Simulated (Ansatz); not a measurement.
**CaSe: biaxial strain −1.67 %, plane normal [111], relaxed out of plane**

Consider CaSe in the rock salt structure (space group Fm-3m, No. 225; a = 5.869 Å). Axes: x, y, z lie along the cube axes.

Now apply this change: biaxial strain −1.67 %, plane normal [111], relaxed out of plane (Cartesian); in-plane vectors clamped, the third vector and the atoms free.

Computed with Ansatz (a program for electronic structure) PBEsol, spin-orbit coupling left out. Settings: 10×10×10 k-points, 0.05 eV Fermi–Dirac smearing.

```csv
quantity,base,changed,shift
volume per atom,25.26 Å³,24.74 Å³,-0.527 Å³
space group,Fm-3m (No. 225),R-3m (No. 166),–
shortest interatomic distance,2.934 Å,2.914 Å,-0.020 Å
energy relative to the base (free energy F),0 meV/atom,+4.4 meV/atom,+4.4 meV/atom
"pressure (mean of the normal stresses, compression positive)",0.00 GPa,1.13 GPa,+1.13 GPa
band gap,1.88 eV,1.76 eV,-0.12 eV
gap character,–,"indirect, Γ → F",–
smallest direct gap,2.85 eV,2.73 eV,-0.12 eV
electron mass,"1.4 mₑ along k, 0.27 mₑ across (at X)","1.4 mₑ along k, 0.26 mₑ across (at X)",–
"valence-band top at Γ (three highest levels, from the VBM)","0.00, 0.00, 0.00 eV","0.00, 0.00, -0.18 eV",–
"valley order (the lowest conduction-band minima on the path, energy above the VBM, named in the base's zone)",X along ⟨100⟩ 1.88 eV; Γ 3.31 eV,X along [010] 1.76 eV; Γ 3.25 eV,–
out-of-plane strain,–,+1.27 %,–
ratio −ε⊥/ε∥,–,0.76,–
mean in-plane stress (compression positive),–,+1.7 GPa,–
```

Final structure (turned so that z lies along the plane normal):

```
CELL_PARAMETERS angstrom
      4.08036     0.00000     0.00000
      2.04018     3.53369     0.00000
      2.04018    -1.17790     3.43115
ATOMIC_POSITIONS crystal
  Ca 0.00000 0.00000 0.00000
  Se 0.00000 0.50000 0.50000
```

Effective masses come from finite differences of ±0.01 Å⁻¹. Along k means along the line from Γ to the band edge. Stability against distortions was not tested. k-point labels follow each cell's own Brillouin zone.
